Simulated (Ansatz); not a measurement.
The reference is CdS in the wurtzite structure (space group P6_3mc, No. 186).

```
CdS
1.0
    4.19659     0.00000     0.00000
   -2.09830     3.63436     0.00000
    0.00000     0.00000     6.83017
Cd S
2 2
Cartesian
  0.00000   2.42290   6.82448
  2.09830   1.21145   3.40939
  0.00000   2.42290   2.56564
  2.09830   1.21145   5.98072
```

Calculations: PBE/PAW in Ansatz (a first-principles code), no SOC, earlier PAW set.

Carriers are added at fixed cell with a uniform background; the Fermi–Dirac width is that of 300 K.

One change was made to it. Results:

The Fermi level relative to the doped band's edge (positive inside the band; to 0.05 eV) is +0.15 eV; the gap between the host's bands increases by 0.05 eV, from 1.11 eV to 1.16 eV; the gap character is still direct at Γ.

Question: Name the change that was made.
(A) holes 1.0×10^21 cm⁻³
(B) holes 1.0×10^22 cm⁻³
(C) electrons 1.0×10^22 cm⁻³
(D) electrons 1.0×10^21 cm⁻³

Answer: A, holes 1.0×10^21 cm⁻³. For comparison, the Fermi level from band edge in the other runs: electrons 1.0×10^21 cm⁻³ gives +1.25 eV; electrons 1.0×10^22 cm⁻³ gives +2.40 eV; holes 1.0×10^22 cm⁻³ gives +0.55 eV.

Charged cell with a jellium background: band edges are those of the host's band count, energies are not comparable with the neutral cell, and many-body gap narrowing is missing. No phonon test of stability was made.
